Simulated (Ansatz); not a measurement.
## A computed series for InSe: thickness series

Take InSe in the beta-GaS type structure (space group P6_3/mmc, No. 194; layered, stacked along the Cartesian z axis) as the base.

```
CELL_PARAMETERS angstrom
      4.01657     0.00000     0.00000
     -2.00829     3.47846     0.00000
      0.00000     0.00000    16.93265
ATOMIC_POSITIONS crystal
  In 0.33333 0.66667 0.66774
  In 0.66667 0.33333 0.16774
  In 0.66667 0.33333 0.33226
  In 0.33333 0.66667 0.83226
  Se 0.33333 0.66667 0.09281
  Se 0.66667 0.33333 0.59281
  Se 0.66667 0.33333 0.90719
  Se 0.33333 0.66667 0.40719
```

Free-standing slabs (4 atom(s) a layer) normal to the stacking axis with 15 Å of vacuum; in-plane cell relaxed.

Method: r2SCAN+rVV10 (Ansatz, a program for electronic structure), no spin-orbit coupling.

```csv
number of layers,band gap (eV)
1,2.07
2,1.53
3,?
4,1.16
```

Question: Fit E_g(N) = E_bulk + A N^(−s) with E_bulk = 0.85 eV, fitted as a line in log–log form to the rows shown and predict the withheld row.

Answer: Least squares on the printed values gives A = 1.26 eV, s = 0.99 (largest residual 0.04 eV); this predicts 1.28 eV, and the run gives 1.29 eV, in agreement.

Whether these cells are dynamically stable was not tested.
